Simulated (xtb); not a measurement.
xtb 6.7.1, GFN2-xTB: V(S)(Me)3 ([CH3][V]([CH3])([CH3])=[S]), 14 atoms. The geometry is a generated start, not checked to be a minimum at this level.

```json
{
  "method": "GFN2-xTB",
  "--acc": "1 (default)",
  "--etemp (K)": "300 (default)",
  "detailed input (--input)": "none: ANC optimiser, Lindh (1995) Hessian, microcycle=20, maxdispl=1.0, hlow=0.01 (default)",
  "basis_functions": "41",
  "valence_electrons": "32"
}
```

```xyz
14

V      0.2424    -0.0824    -0.1653
S      1.8113    -0.5591    -1.3571
C      1.1165     0.4732     1.5527
H      0.7601    -0.1918     2.3502
H      0.7644     1.4933     1.7595
H      2.2084     0.4729     1.5623
C     -0.6122     1.4064    -1.1976
H     -1.4961     1.7213    -0.6237
H     -0.9302     1.0868    -2.1963
H      0.0630     2.2622    -1.3112
C     -0.8112    -1.7920    -0.1181
H     -0.5464    -2.5424    -0.8659
H     -1.8623    -1.5046    -0.2667
H     -0.7078    -2.2437     0.8772
```

Charge 0 and multiplicity 1 are set for this test and not shown to be the ground state.

The structure is relaxed from this start with --opt LEVEL for the levels crude, sloppy, loose, lax, normal, tight, vtight, extreme, once each. Up to the end of the extreme run atoms move by at most 0.94 Å along an axis.

Problem. Which level is enough to come within 5 meV of the tightest end point?

Solution. normal: 54 cycles against 68, ending 0.079 meV above.

```json
[
 {"level": "crude", "cycles": "1", "energy above the extreme run (meV)": "33", "gradient norm (eV/Å)": "0.12"},
 {"level": "sloppy", "cycles": "1", "energy above the extreme run (meV)": "33", "gradient norm (eV/Å)": "0.12"},
 {"level": "loose", "cycles": "1", "energy above the extreme run (meV)": "33", "gradient norm (eV/Å)": "0.12"},
 {"level": "lax", "cycles": "1", "energy above the extreme run (meV)": "33", "gradient norm (eV/Å)": "0.12"},
 {"level": "normal", "cycles": "54", "energy above the extreme run (meV)": "0.079", "gradient norm (eV/Å)": "0.015"},
 {"level": "tight", "cycles": "55", "energy above the extreme run (meV)": "0.053", "gradient norm (eV/Å)": "0.0080"},
 {"level": "vtight", "cycles": "58", "energy above the extreme run (meV)": "0.042", "gradient norm (eV/Å)": "0.0039"},
 {"level": "extreme", "cycles": "68", "energy above the extreme run (meV)": "—", "gradient norm (eV/Å)": "0.0011"}
]
```
